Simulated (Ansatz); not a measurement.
System: SiO2 (model structure, from the tetragonal ZrO2 type, P4₂/nmc, No. 137). Method: G0W0@PBEsol (plane waves, hard PAW, contour deformation; Ansatz, a quantum-chemistry and plane-wave program).

The same calculation (at the PBEsol cell, 11.384 Å³/atom) with different numerical settings; throughout: k mesh 2×2×2:

```tsv
run	response cutoff (eV)	empty bands	quasiparticle gap on the mesh (eV)	quasiparticle gap at Γ (eV)	rough time
1	100	285	8.052	8.118	30 core-s
2	150	523	8.234	8.305	80 core-s
3	200	806	8.336	8.409	3 core-min
4	250	1126	8.389	8.464	8 core-min
5	300	1481	8.420	8.495	20 core-min
6	400	2279	8.452	8.528	40 core-min
```

In the column quasiparticle gap at Γ (eV) the first row differs from the last by -0.410 and the next to last by -0.033.

The last row is no converged limit: other settings stay fixed.

A model structure was made by putting elements into a prototype or built by hand; it is no filed structure, need not be a known phase, and can be a saddle point held by its symmetry.
